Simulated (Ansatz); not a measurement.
The reference is Be in the hcp (Mg type) structure (space group P6_3/mmc, No. 194; a = 2.2552 Å, c = 3.5580 Å; relaxed with 0.1 eV smearing). Axes: x lies along a and z along c of the hexagonal cell.

Computed with DFT with PBEsol, PAW potentials and a 420 eV plane-wave cutoff in Ansatz (a program for electronic structure), no spin-orbit coupling.

The change: tensor shear ε_xz = +1.14 % (engineering shear γ = 0.0228); the atoms relax in the strained cell.

Task: Predict the stress tensor and what it implies for the stiffness.

Result: Stress of the strained cell less that of the base (GPa, compression positive):
```
    0.0     0.0    -3.8
    0.0     0.0     0.0
   -3.8     0.0     0.2
```

Then −Δσ/γ with γ = 2ε = 0.0228 gives relaxed-ion elastic constants: C55 ≈ 168 GPa.

Whether these cells are dynamically stable was not tested.
